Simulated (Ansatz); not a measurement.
# How the lattice parameter c of CaScO2F (model structure, started from the SrVO2H type, P4/mmm, No. 123, 5 atoms in the cell) moves with the method

No measured value is used here.

```
level (code)     value (Å)
---------------  ---------
LDA (Ansatz)         3.908
PBEsol (Ansatz)          …
r²SCAN (Ansatz)      3.972
```

Problem. Fill in the missing entries.

Solution. 
- PBEsol (Ansatz, a program for electronic structure), value (Å): 3.959

Cutoffs differ between the levels. Ansatz's density-functional and Hartree–Fock values are scalar-relativistic unless marked +SOC, with PAW data made under PBE.

A model structure was made by putting elements into a prototype or built by hand; it is no filed structure, need not be a known phase, and can be a saddle point held by its symmetry.
